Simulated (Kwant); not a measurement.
Device: six-terminal Hall bar in a CdTe two-dimensional gas. Effective mass 0.096 mₑ, grid spacing 12 nm, hard walls, nominal width 300 nm (25 grid rows, so walls 312 nm apart), one parabolic valley, scattering region 780 nm long along x; energies count from the band bottom; Fermi energy 0.00203 eV. Four side probes 150 nm wide, two on each edge; current runs along x; the sign of the Hall resistance is a convention. Perpendicular field swept from 0.14028 to 2.8617 T, also in the leads; orbital effect alone.

Constants are typed, rounded textbook-type inputs, not results; the design itself was drawn at random and stands for no fabricated device.

Computed with Kwant: effective-mass tight-binding model on a square grid, one spin, coherent transport at 0 K. Resistances are in h/e².

Question: How many Landau levels lie under the Fermi energy, and what Hall resistance follows, at 2.03 meV and 0.279 T; 2.03 meV and 1.66 T; 2.03 meV and 1.89 T; 2.03 meV and 2.12 T?

Answer: ħωc = ħeB/m = 1.21 meV a tesla; levels lie at (n + ½)ħωc. E/ħωc = 6.04 gives 6 levels and h/(6e²) = 0.167; simulated 0.164, off the plateau. E/ħωc = 1.01 gives 1 level and h/(1e²) = 1.000; simulated 1.000. E/ħωc = 0.89 gives 1 level and h/(1e²) = 1.000; simulated 1.000. E/ħωc = 0.79 gives 1 level and h/(1e²) = 1.000; simulated 1.000. The count is that of a wide sample; where the walls of bar or probes squeeze the orbits, it misses.
